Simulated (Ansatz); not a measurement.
The starting structures come from a database of crystals and need not be the phases stable at ambient conditions.

By PBEsol, the system below comes out a metal.

```yaml
crystal:
  lattice:
    - [5.64871, 0.00000, 0.00000]
    - [-2.82436, 4.89193, 0.00000]
    - [2.82435, 1.63064, 4.02916]
  atoms:
    - { symbol: B, position: [0.00000, 0.50000, 0.50000] }
    - { symbol: B, position: [0.87802, 0.68141, 0.92537] }
    - { symbol: B, position: [0.12198, 0.31859, 0.07463] }
    - { symbol: B, position: [0.39322, 0.19661, 0.92537] }
    - { symbol: B, position: [0.60678, 0.80339, 0.07463] }
    - { symbol: B, position: [0.87802, 0.19661, 0.92537] }
    - { symbol: B, position: [0.12198, 0.80339, 0.07463] }
    - { symbol: B, position: [0.66821, 0.67608, 0.33966] }
    - { symbol: B, position: [0.33179, 0.32392, 0.66034] }
    - { symbol: B, position: [0.98426, 0.99213, 0.33966] }
    - { symbol: B, position: [0.01574, 0.00787, 0.66034] }
    - { symbol: B, position: [0.66821, 0.99213, 0.33966] }
    - { symbol: B, position: [0.33179, 0.00787, 0.66034] }
    - { symbol: C, position: [0.76238, 0.38119, 0.85643] }
    - { symbol: C, position: [0.23762, 0.61881, 0.14357] }
```

Space group of this cell: R-3m. The cell is taken as given; by PBEsol its mean pressure is -1.5 GPa.

The current flows along the normal of the first two printed cell vectors, the (001) plane of the conventional cell. No spin-orbit coupling; the value is a mean over 0.1 eV about the Fermi level.

Predict the ballistic conductance per area from PBEsol in Ansatz (a program for electronic structure).

0.49 × 10¹⁵ S/m² for both spins.
